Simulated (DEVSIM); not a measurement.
System: illuminated GaAs p-on-n cell, one wavelength, at 300 K.

Layer 1 from the left is GaAs, thickness (μm) 0.500, Na (cm⁻³) 8.8e17, τn (s) 6.7e-9, τp (s) 2.6e-9, absorption coefficient (cm⁻¹) 15000. Layer 2 from the left is GaAs, thickness (μm) 2.50, Nd (cm⁻³) 1.4e15, τn (s) 3.2e-8, τp (s) 3.2e-8, absorption coefficient (cm⁻¹) 15000.

Left contact: ohmic, minority electron recombination velocity 60000 cm/s. Right contact: ohmic, minority hole recombination velocity 20000 cm/s. Voltage is applied to the left contact. Recombination: SRH at mid-gap, radiative, Auger. Light enters at the left, 5e17 photons cm⁻² s⁻¹, one pass, no reflection. Mobility is μmin + (μ − μmin)/(1 + (N/Nref)^α).

This is a model device: material constants are rounded textbook-type values typed into the input, and sizes, dopings and lifetimes were drawn at random. Values at 300 K.

GaAs: gap (eV) 1.424, affinity (eV) 4.07, permittivity 12.9, Nc (cm⁻³) 4.7e17, Nv (cm⁻³) 9e18, μn (cm²/Vs) 8500, μp (cm²/Vs) 400, μn,min 500, μp,min 20, Nref,n 6e16, Nref,p 1.5e17, αn 0.39, αp 0.38, B (cm³/s) 2e-10, Cn (cm⁶/s) 1e-30, Cp (cm⁶/s) 1e-30.

Model (solved in DEVSIM): 1D drift-diffusion, Boltzmann statistics, complete ionisation; no tunnelling, impact ionisation, image-force lowering or self-heating.

Dark forward current:

```csv
|V| (V),|J| (A/cm²)
0.05,6.159e-11
0.10,2.151e-10
0.15,6.247e-10
0.20,1.735e-9
0.25,4.757e-9
0.30,1.301e-8
0.35,3.559e-8
0.40,9.765e-8
0.45,2.691e-7
0.50,7.458e-7
0.55,2.086e-6
0.60,5.927e-6
0.65,1.732e-5
0.70,5.332e-5
0.75,0.0001804
0.80,0.0007062
0.85,0.003293
0.90,0.01790
0.95,0.1067
1.00,0.6365
1.05,3.394
1.10,15.58
1.15,61.71
1.20,215.2
1.25,691.8
1.30,2156
```

**Question.** Work out the local ideality factor n = ΔV / (kT/q · ln(J2/J1)) between the rows 0.15 and 0.20 V, 0.95 and 1.00 V, 1.25 and 1.30 V.

**Answer.** kT/q = 25.85 mV. From 0.15 to 0.20 V: ln(1.735e-9/6.247e-10) = 1.021, n = 1.89, near the 2 of recombination in the depletion region. From 0.95 to 1.00 V: ln(0.6365/0.1067) = 1.786, n = 1.08, near the 1 of diffusion or emission over a barrier. From 1.25 to 1.30 V: ln(2156/691.8) = 1.137, n = 1.70.

**Question.** What current could the absorbed light give at most, and what share is collected?

**Answer.** Σ αd = 4.50, so qΦ(1 − exp(−Σ αd)) = 79.2 mA/cm². The simulated short-circuit current is 77.32 mA/cm², a share of 0.98.

**Question.** Estimate the open-circuit voltage by superposition: the voltage at which the dark current equals that short-circuit current.

**Answer.** Interpolating ln J in the table gives 0.941 V. The simulation gives 0.940 V, the same within the digits that matter. Superposition holds where collection doesn't change with voltage.

**Question.** Estimate the fill factor from FF0 = (v − ln(v + 0.72))/(v + 1), v = qVoc/(nkT), with n from the dark curve.

**Answer.** The rows about Voc, 0.90 and 0.95 V, give n = 1.08, so v = 33.6 and FF0 = 0.869. The simulation gives 0.852; the estimate lies 2.0 % above.
